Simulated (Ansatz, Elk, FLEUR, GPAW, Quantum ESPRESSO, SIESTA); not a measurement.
## YZn (Fm-3m, 2 atoms in the cell) computed with different codes at matched settings

Self-consistent single point, at a second geometry (lattice scaled by 0.98). First geometry:

```
YZn
1.0
    0.00000     2.96299     2.96299
    2.96299     0.00000     2.96299
    2.96299     2.96299     0.00000
Y Zn
1 1
Cartesian
  0.00000   0.00000   0.00000
  2.96299   2.96299   2.96299
```

Shared settings, as Ansatz (a quantum-chemistry and plane-wave program) writes them: kpoints.mp_grid.grid = 13 13 13; scf.occupations.method = fermi_dirac; scf.occupations.width = 0.1 eV. Potentials and cutoffs stand in the table.

```csv
code,model,ΔF from the first geometry (meV/atom),pressure (GPa),cutoff
SIESTA,"GGA PBEsol, numerical atomic orbitals DZP, PseudoDojo PBEsol standard norm-conserving potentials (rewritten from UPF to PSML)",-33.8,-1.76,grid 400 Ry
Quantum ESPRESSO,"PBEsol, GBRV 1.5 ultrasoft (PBESOL) pseudopotentials",-9.4,0.47,50 Ry
Elk,"PBEsol, all-electron FP-LAPW, Elk's shipped species files, default APW+lo basis",-8.0,–,default
FLEUR,"PBEsol, all-electron FLAPW (FLEUR), scalar-relativistic valence",-8.5,–,Kmax 3.9 1/bohr
Ansatz,"PBEsol, PAW files made with PBE",-9.5,0.68,default
GPAW,"PBEsol, GPAW PAW datasets PBEsol (made by gpaw-setup)",-10.4,0.60,850 eV
```

A dash marks a value that a program does not give, or that is left out as unsure.

The spread over the programs that give each value: ΔF from the first geometry within 25.8 meV/atom; pressure within 2.44 GPa.

SIESTA uses small atom-centred bases, whose incompleteness enters pressures, forces and empty levels differently from a plane-wave cutoff. Elk and FLEUR treat all electrons, but the usual bases taken here (sphere radii, linearisation, local orbitals, empty states) were not tested for convergence, so the values are no reference for the others. Ansatz's pressure is given at a fixed set of plane waves, as the other plane-wave codes print theirs. In the pressure, SIESTA (by 2.35) lies more than 1 GPa from the median of the plane-wave programs.

The starting cell comes from a database of computed structures (which also holds hypothetical and non-ambient phases and stackings), without a prior relaxation at this level. For this run, on top of that: lattice scaled by 0.98.

Left out of this page: ABINIT (with a known weakness of the program).

Keys are those of Ansatz 0.2.
